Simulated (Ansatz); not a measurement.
**Smallest direct gap on the k points sampled of cubic perovskite KMgF3 at several levels of theory**

No measured value is used here.

Task: Put these levels in order of the smallest direct gap on the k points sampled that they give for cubic perovskite KMgF3, smallest first: HSE06 (Ansatz, an electronic-structure program), PBE (Ansatz), PBE0 (Ansatz).

Result: PBE (7.63 eV), HSE06 (9.86 eV), PBE0 (10.62 eV)

At these levels the smallest gap is indirect and lower: PBE0 10.32, PBE 7.31, HSE06 9.55 eV. Computed values are for a static lattice.  Values are at the measured cell. Cutoffs and k meshes differ between the levels. Ansatz's density-functional and Hartree–Fock values are scalar-relativistic unless marked +SOC, with PAW data made under PBE.
